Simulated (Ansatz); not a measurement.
# HfSi (model structure, started from the NbAs type, I4₁md, No. 109, 4 atoms in the cell)

All values below come from r²SCAN+rVV10 (PAW; Ansatz, a quantum-chemistry and plane-wave program).

Run with plane-wave cutoff 560 eV, 22×22×22 k mesh, Fermi–Dirac smearing 0.05 eV, scalar-relativistic PAW data made under PBE.

Cell (relaxed at this level):

```
CELL_PARAMETERS angstrom
     -1.70028     1.70028     6.74033
      1.70028    -1.70028     6.74033
      1.70028     1.70028    -6.74033
ATOMIC_POSITIONS crystal
  Hf 0.50719 0.50719 0.00000
  Hf 0.25719 0.75719 0.50000
  Si 0.90881 0.90881 0.00000
  Si 0.65881 0.15881 0.50000
```

```json
{
  "band_gap": "zero (no gap)"
}
```

Note: the relaxation could raise the start's symmetry but not lower it, so the cell can be a saddle point.

Spin–orbit coupling is not included; it can open a gap where bands touch, and shift volumes and moduli.

A model structure was made by putting elements into a prototype or built by hand; it is no filed structure, need not be a known phase, and can be a saddle point held by its symmetry.
